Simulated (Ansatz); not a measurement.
The parent structure is MgO in the rock salt structure (space group Fm-3m, No. 225; a = 4.159 Å). Axes: x, y, z lie along the cube axes.

All numbers come from plane-wave PAW DFT at the LDA level (Ansatz, a first-principles code, 420 eV), spin-orbit coupling left out.

Modification: the cell is scaled by 0.9950 in all directions; the atoms relax in the strained cell.

Question: Predict the stress tensor and what it implies for the stiffness.

Answer: Stress of the strained cell less that of the base (GPa, compression positive):
```
   2.68    0.00    0.00
   0.00    2.68    0.00
   0.00    0.00    2.68
```

Then B = −ΔP/(ΔV/V₀) with ΔV/V₀ = -0.0149 gives secant stiffness values (nonlinear terms included at this strain): B ≈ 179 GPa.

Stability against distortions was not tested.
